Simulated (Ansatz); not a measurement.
The cell is built on a prototype and need not be the phase stable at ambient conditions.

Tunnelling through a barrier is set by its complex band structure: the current falls as exp(−2κd) with the smallest κ.

Consider the following.

```xyz
4
Lattice="3.2000 0.0000 0.0000 -1.6000 2.7713 0.0000 0.0000 0.0000 7.6232" Properties=species:S:1:pos:R:3 pbc="T T T"
B      0.0000     1.8475     1.9058
B      1.6000     0.9238     5.7174
P      0.0000     1.8475     5.7174
P      1.6000     0.9238     1.9058
```

Space group of this cell: P6_3/mmc. The cell was relaxed by PBE-D3(BJ); by r2SCAN its mean pressure is 1.1 GPa.

Transport runs along the normal of the first two printed cell vectors.

The gap is the functional's own. No spin-orbit coupling. Mid-gap values are interpolated on the energy grid.

Predict the band gap and the smallest decay constant κ at mid-gap from Ansatz (a quantum-chemistry and plane-wave program) with r2SCAN.

Gap 0.75 eV on a 12×12×4 mesh; κ = 0.144 1/Å, at (0.333, 0.333) of the in-plane reciprocal vectors. At the zone centre, at the nearest computed energy, the slowest state has κ = 0.33 1/Å.
